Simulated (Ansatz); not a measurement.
Base system: Al₂Cu (space group I4/mcm, No. 140; a = 6.060 Å, c = 4.875 Å).

It is then changed as follows: a negative pressure, −1 GPa.

Levels (all Ansatz, a quantum-chemistry and plane-wave program, PAW): PBE (420 eV, no SOC); r2SCAN (500 eV, no spin-orbit coupling).

The geometry is relaxed with PBE.

PBE pressure: -1.0 GPa

With r2SCAN at the same geometry, the pressure falls by 3.7 GPa, from -1.0 GPa to -4.7 GPa.

Single points use the geometry relaxed with PBE. Their cutoffs differ, which shifts pressures a little. Load acts through the strain it causes; cell and atoms are relaxed under it. No phonon test of stability was made. All final runs are without spin polarisation.
